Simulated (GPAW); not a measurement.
**Variants of one calculation on MnSe (Fm-3m, 2 atoms in the cell)**

```cif
data_MnSe
_chemical_formula_sum 'Se1 Mn1'
_space_group_name_H-M_alt 'P 1'
_space_group_IT_number 1
_cell_length_a 3.88060
_cell_length_b 3.88060
_cell_length_c 3.88060
_cell_angle_alpha 60.000
_cell_angle_beta 60.000
_cell_angle_gamma 60.000
loop_
_space_group_symop_operation_xyz
  'x, y, z'
loop_
_atom_site_label
_atom_site_type_symbol
_atom_site_fract_x
_atom_site_fract_y
_atom_site_fract_z
_atom_site_occupancy
Se1 Se 0.50000 0.50000 0.50000 1
Mn1 Mn 0.00000 0.00000 0.00000 1
```
Moments meant for the start (each program seeds them in its own way; μB, in the order of the atoms Se Mn): 0.0 4.0.

Base run A: LDA (Perdew-Wang 92), GPAW PAW datasets LDA (gpaw-data 1.0.1) (GPAW), self-consistent single point.

Its settings: spinpol = true; mode = pw; ecut = 800 eV; xc = LDA; kpts = 5 5 5; mesh shift (steps) = 0 0 0; occupations.name = methfessel-paxton; occupations.width = 0.136 eV; occupations.order = 1; nbands = -6; symmetry.symmorphic = false; symmetry.tolerance = 0.0005; maxiter = 150.

The starting cell comes from a database of published, mostly measured structures (it also holds non-ambient and calculated ones), without a prior relaxation at this level. With one magnetic atom in the cell only a parallel order is possible. In the base run, with a pressure of about -10 GPa the cell is away from its equilibrium volume at this level.

ΔF is the free energy per atom less that of run A. A dash stands where there is no value to compare (another energy zero or no entropy term, no result, no spin, no clean gap, or a mesh too coarse for one). Total energies depend on the potentials, the functional and any Hubbard or dispersion term, so they are compared only between runs that share all of them.

Runs:
- B: lattice scaled by 0.985
- C: setups: default → {Mn: :d,8.0} [LDA (Perdew-Wang 92)+U]
- D: ecut: 800 eV → 560 eV
- E: kpts: 5 5 5 → 4 4 4; occupations.width: 0.136 eV → 0.3 eV
- F: occupations.width: 0.136 eV → 0.15 eV
- G: mixer.beta: default → 0.3
- H: eigensolver: default → {name: davidson, niter: 3}
- I: xc: LDA → vdW-DF2 (libvdwxc); potentials: GPAW PAW datasets PBE (gpaw-data 1.0.1) [vdW-DF2]

```json
[
 {"run": "A", "ΔF (meV/atom)": "0.00", "pressure (GPa)": "-10.28", "size of the net moment (μB/atom)": "2.28", "k-points": "10"},
 {"run": "B", "ΔF (meV/atom)": "-54.4", "pressure (GPa)": "-9.23", "size of the net moment (μB/atom)": "2.20", "k-points": "10"},
 {"run": "C", "ΔF (meV/atom)": "–", "pressure (GPa)": "-0.23", "size of the net moment (μB/atom)": "2.50", "k-points": "10"},
 {"run": "D", "ΔF (meV/atom)": "0.58", "pressure (GPa)": "-10.28", "size of the net moment (μB/atom)": "2.28", "k-points": "10"},
 {"run": "E", "ΔF (meV/atom)": "8.5", "pressure (GPa)": "-11.39", "size of the net moment (μB/atom)": "2.21", "k-points": "8"},
 {"run": "F", "ΔF (meV/atom)": "0.09", "pressure (GPa)": "-10.26", "size of the net moment (μB/atom)": "2.28", "k-points": "10"},
 {"run": "G", "ΔF (meV/atom)": "0.00", "pressure (GPa)": "-10.25", "size of the net moment (μB/atom)": "2.28", "k-points": "10"},
 {"run": "H", "ΔF (meV/atom)": "0.00", "pressure (GPa)": "-10.25", "size of the net moment (μB/atom)": "2.28", "k-points": "10"},
 {"run": "I", "ΔF (meV/atom)": "–", "pressure (GPa)": "3.06", "size of the net moment (μB/atom)": "2.28", "k-points": "10"}
]
```

Run C against A: The pressure goes from -10.28 to -0.23 GPa and the size of the net moment goes from 2.28 to 2.50 μB/atom.

Run I against A: The pressure goes from -10.28 to 3.06 GPa and the size of the net moment stays at 2.28 μB/atom.

Run G against A: The free energy stays essentially unchanged (within 1 meV/atom), the pressure hardly changes (-10.28 to -10.25 GPa) and the size of the net moment stays at 2.28 μB/atom.
